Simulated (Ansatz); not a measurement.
Base system: KCl in the rock salt structure (space group Fm-3m, No. 225; a = 6.2427 Å).

Structures relaxed with plane-wave PAW DFT at the PBEsol level (Ansatz, an electronic-structure program, 420 eV), no spin-orbit coupling.

Base:

Simulated powder pattern, Co Kα, λ = 1.79026 Å (kinematic, ideal powder, no thermal factors, no anomalous dispersion; the 10 strongest lines at most, above 2 %, up to 2θ = 90°):

```csv
2θ (°),I/Imax (%),hkl
33.33,100,(200)
47.85,66,(220)
59.57,21,(222)
70.00,9.4,(400)
79.77,26,(420)
89.25,20,(422)
```

Perturbation: cell and atoms relaxed at a pressure of 0.7 GPa.

Task: Where do the lines fall after the change?

Result: 
Simulated powder pattern, Co Kα, λ = 1.79026 Å (kinematic, ideal powder, no thermal factors, no anomalous dispersion; the 10 strongest lines at most, above 2 %, up to 2θ = 90°):

| 2θ (°) | d (Å) | I/Imax (%) | hkl |
|---|---|---|---|
| 33.73 | 3.086 | 100 | (200) |
| 48.44 | 2.182 | 65 | (220) |
| 60.33 | 1.781 | 21 | (222) |
| 70.93 | 1.543 | 9.4 | (400) |
| 80.89 | 1.380 | 26 | (420) |

The indices refer to the base's conventional cell; one index is shown for lines that coincide.

Load acts through the strain it causes; cell and atoms are relaxed under it. No phonon test of stability was made.
